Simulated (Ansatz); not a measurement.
CaO: response to strain

Base system: CaO in the rock salt structure (space group Fm-3m, No. 225; a = 4.795 Å). Axes: x, y, z lie along the cube axes.

Strains are applied to the cell and any free atomic positions relax.

Method: plane-wave PAW DFT at the r2SCAN level (Ansatz, a first-principles code, 500 eV), spin-orbit coupling left out.

Candidates:
(a) strain tensor (xx, yy, zz, yz, xz, xy) = (+0.08, −0.50, +0.29, −0.89, +0.17, +0.33) %
(b) strain tensor (xx, yy, zz, yz, xz, xy) = (+0.45, −1.96, −0.76, +0.11, +0.10, +0.54) %
(c) uniaxial strain ε_xx = +0.95 %
(d) uniaxial strain ε_xx = +4.33 %

Notes on the quantities. energy relative to the base: free energy F.

### Question
Order them by energy relative to the base, lowest first.

### Answer
(c) uniaxial strain ε_xx = +0.95 % (+0.9 meV/atom), (a) strain tensor (xx, yy, zz, yz, xz, xy) = (+0.08, −0.50, +0.29, −0.89, +0.17, +0.33) % (+1.5 meV/atom), (b) strain tensor (xx, yy, zz, yz, xz, xy) = (+0.45, −1.96, −0.76, +0.11, +0.10, +0.54) % (+5.6 meV/atom), (d) uniaxial strain ε_xx = +4.33 % (+16 meV/atom)

Whether these cells are dynamically stable was not tested.
